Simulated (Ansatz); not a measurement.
By PBEsol, the system below comes out a metal.

Without scattering a metal conducts by its projected Fermi surface.

Input:

```xyz
2
Lattice="3.0590 0.0000 0.0000 -1.5295 2.6492 0.0000 1.5295 0.8831 2.4977" Properties=species:S:1:pos:R:3 pbc="T T T"
Ti     0.0000     0.0000     0.0000
N      0.0000     1.7661     1.2488
```

The cell is strained (all lengths scaled by 1.02); by PBEsol it stands under a pressure of -21.5 GPa.

The current flows along the normal of the first two printed cell vectors, the (111) plane of the conventional cell. No spin-orbit coupling; the value is a mean over 0.1 eV about the Fermi level.

Problem. Give the ballistic conductance per area that PBEsol run with Ansatz (a first-principles code) yields.

Solution. 1.3 × 10¹⁵ S/m² for both spins.
